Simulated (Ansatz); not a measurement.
Output of an Ansatz run (abridged):

```
WARN ansatz: RAYON_NUM_THREADS=1 ignored (pool sized by the plan → 1); use --threads N
Pseudopotentials: kind: paw
Pseudopotential: Ca, paw, valence charge 10
Pseudopotential: Pd, paw, valence charge 18
Crystal: 2 atoms, lattice volume = 43.473 Å³
Basis set: ecut = 420.4159175005146 eV, 847 PW (Γ)
Bands: 18, of which v1, the nominal top of the filled ones, is band 14 counted from 1 (13 counted from 0)
Symmetry: 8 space group operations
Space group: P4mm (ITA 99), of the structure as read, at distance tolerance 3.5e-5 Å
k-points: 75 of 729 (time reversal used)
PAW frozen core: Ca, regenerated for the run's functional, and the local potential with it
PAW frozen core: Pd, regenerated for the run's functional, and the local potential with it
Initial density: superposition of atomic densities (neutral atoms: chi_scale 0, normalization atom), corrected by the library's trained network
Initial wavefunctions: pseudopotential atomic-orbital guess
Eigensolver: davidson
Functional: x = slater, c = lda
SCF iter   1: F=—  HF=-8618.476677 eV  |F-HF|=—  |Δ(HF+E_count)|=         —  Δρ=1.15e-2  dr2=6.34e-2  ethr=1.77e-3  ⟨swp⟩=6.1  Hψ=7236  notcnv=0
all-band conjugate gradients solve this SCF's bands
preconditioner: auto → Kerker (q_TF=auto, 2.535 Å⁻¹)
SCF iter   2: F=—  HF=-8618.461271 eV  |F-HF|=—  |Δ(HF+E_count)|=   1.54e-2  Δρ=3.56e-3  dr2=2.11e-3  ethr=2.27e-4  ⟨swp⟩=2.0  Hψ=2422  notcnv=0
SCF iter   3: F=—  HF=-8618.460796 eV  |F-HF|=—  |Δ(HF+E_count)|=   4.75e-4  Δρ=1.84e-3  dr2=6.37e-4  ethr=7.53e-6  ⟨swp⟩=2.0  Hψ=2283  notcnv=0
SCF iter   4: F=—  HF=-8618.460644 eV  |F-HF|=—  |Δ(HF+E_count)|=   1.52e-4  Δρ=2.40e-4  dr2=2.22e-5  ethr=2.28e-6  ⟨swp⟩=2.3  Hψ=2260  notcnv=0
SCF iter   5: F=—  HF=-8618.460639 eV  |F-HF|=—  |Δ(HF+E_count)|=   4.32e-6  Δρ=9.10e-5  dr2=4.54e-6  ethr=7.92e-8  ⟨swp⟩=2.0  Hψ=1805  notcnv=0
SCF iter   6: F=—  HF=-8618.460639 eV  |F-HF|=—  |Δ(HF+E_count)|=   5.29e-7  Δρ=2.60e-5  dr2=3.55e-7  ethr=1.62e-8  ⟨swp⟩=1.5  Hψ=1388  notcnv=0
SCF iter   7: F=-8618.460639 eV  HF=-8618.460639 eV  |F-HF|=6.60e-9  |Δ(HF+E_count)|=   4.05e-8  Δρ=4.71e-6  dr2=9.82e-9  ethr=3.57e-10  ⟨swp⟩=4.1  Hψ=4281  notcnv=0
SCF 1 converged in 7 iterations: F = -8618.460639 eV  dr2 = 9.82e-9
SCF converged after 7 iterations
Free energy (F): -8618.460639 eV
Harris-Foulkes:  -8618.460639 eV  (|F-HF|=6.60e-9)
Internal energy: -8618.431546 eV  (E = F + TS)
E sigma→0 (E₀):  -8618.446092 eV
Entropy (-TS):   -0.029093 eV (-14.546 meV/atom)
Fermi energy:    11.288037 eV
--- Per-component energies (eV) ---
  E_band       = -385.852431
  E_kinetic    = 794.510769
  E_local      = -3124.657664  (includes V_loc(G=0)·N_el)
  E_nonlocal   = 290.140044
  E_hartree    = 1218.002181
  E_xc         = -303.000048
  E_vxc        = -381.459934  (∫ρ·V_xc dr)
  E_paw        = -4440.259472  (= ΣΔE_a)
  E_vpaw       = -400.384805  (= ΣTr[D̂ρ^β])
  E_aug_tail   = 0.000176  (compensation charges beyond the density's cutoff)
  E_ewald      = -3054.131432
  E_core_change = 0.963900  (= ΣΔE_core)
  E_smearing   = -0.029093  (= −TS)
  E_closure    = 0.000000  (closes the sum)
  Σ components = -8618.460639   (vs F -8618.460639, Δ=0.00e0)
--- Forces (eV/Å), atoms counted from 1 ---
  atom   1  Ca     0.00000000     0.00000000    -0.10403445
  atom   2  Pd     0.00000000     0.00000000     0.10402206
  max |Σ_I F_I| component: 1.24e-5 eV/Å
--- Stress (GPa, compression-positive) ---
       -5.400848       0.000000       0.000000
        0.000000      -5.400848       0.000000
        0.000000       0.000000      -5.427166
  P = ⅓ Tr σ = -5.4096 GPa (-54.096 kbar)
  The stress holds the Pulay correction. Without it, at fixed plane waves, as pw.x and ABINIT print it: P = -5.4210 GPa
--- Band table (eV; the first three rows and the last of 75) ---
  k-point 0: bands = ["-72.4968", "-38.2923", "-38.2923", "-38.2914", "-28.7967", "-9.9745", "-9.9741", "-9.9741", "6.0849", "7.9888", "7.9930", "9.3128", "9.3161", "9.3161", "14.2423", "14.2564", "16.9745", "16.9745"]
  k-point 1: bands = ["-72.4968", "-38.2929", "-38.2922", "-38.2922", "-28.7940", "-10.0054", "-9.9721", "-9.9721", "6.2725", "8.0336", "8.0813", "9.2867", "9.2867", "9.3290", "14.1773", "14.1831", "16.4276", "16.4276"]
  k-point 2: bands = ["-72.4966", "-38.2967", "-38.2919", "-38.2919", "-28.7873", "-10.0827", "-9.9672", "-9.9672", "6.8018", "8.1524", "8.3268", "9.2140", "9.2140", "9.3707", "13.7241", "13.9706", "15.6516", "15.6516"]
  k-point 74: bands = ["-72.4955", "-38.3021", "-38.3021", "-38.3013", "-28.7374", "-10.1589", "-10.1585", "-10.1584", "8.4967", "8.5461", "8.5466", "9.7859", "9.7868", "11.4476", "11.9236", "11.9244", "16.1523", "17.2710"]
```

The structure:

```
CELL_PARAMETERS angstrom
      3.51621     0.00000     0.00000
      0.00000     3.51621     0.00000
      0.00000     0.00000     3.51621
ATOMIC_POSITIONS crystal
  Ca 0.00000 0.00000 0.01422
  Pd 0.50000 0.50000 0.50000
```

Task: What input produced this log?

Result: Other spellings and defaults could give the same log, and not every line can be read from it. The input that was run (DFT, LDA (PW92), plane waves, default PAW files made with PBE):

Ansatz 0.2 input:
```yaml
crystal:
  lattice:
    - [3.51620700, 0.00000000, 0.00000000]
    - [0.00000000, 3.51620700, 0.00000000]
    - [0.00000000, 0.00000000, 3.51620700]
  atoms:
    - { symbol: Ca, position_ang: [0.00000000, 0.00000000, 0.05000046] }
    - { symbol: Pd, position_ang: [1.75810350, 1.75810350, 1.75810350] }
basis:
  ecutwfc: 30.9 Ry
kpoints:
  mp_grid: { grid: [9, 9, 9] }
hamiltonian:
  xc: lda
  pseudopotentials: { kind: paw }
scf:
  occupations: { method: fermi_dirac, width: 0.0073 Ry }
output:
  forces: true
  eigenvalues: true
  stress: true
```

The starting cell comes from a database of computed structures (which also holds hypothetical and non-ambient phases and stackings), without a prior relaxation at this level. Its lattice was rescaled by up to half a per cent. One atom was moved a little off its site on purpose. Spin polarisation is off. With a pressure of about -5 GPa the cell is away from its equilibrium volume at this level. Ansatz's pressure includes its estimate of the finite-basis (Pulay) stress.

Ansatz is a quantum-chemistry and plane-wave program.
